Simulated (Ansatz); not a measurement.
We consider ZnO (P4₂/mnm, No. 136, 8 atoms in the cell; start mp-1093993; a measured phase of this formula has another space group), described by PBE0 in Ansatz (plane waves, PAW).

Settings: plane-wave cutoff 460 eV, 4×4×8 k mesh (along the axes of the cell as run), Fermi–Dirac smearing 0.01 eV, scalar-relativistic PAW data made under PBE.

Cell (relaxed with PBEsol):

```xyz
8
Lattice="5.5156 0.0000 0.0000 0.0000 5.5156 0.0000 0.0000 0.0000 3.2398" Properties=species:S:1:pos:R:3 pbc="T T T"
Zn     1.0034     1.0034     1.6199
Zn     4.5121     4.5121     1.6199
Zn     1.7544     3.7612     0.0000
Zn     3.7612     1.7544     0.0000
O      4.5123     1.0033     1.6199
O      1.0033     4.5123     1.6199
O      1.7545     1.7545     0.0000
O      3.7610     3.7610     0.0000
```

**Question.** Predict the band gap.

**Answer.** 
- band gap = 3.21 eV (on the SCF k mesh) (direct)

Note: cell and atoms aren't relaxed at this level (pressure 1.7 GPa).

It cost very roughly 3 core-minutes of CPU time.

A start named mp-… is a Materials Project structure, which need not be a measured phase.

Ansatz is an electronic-structure program.
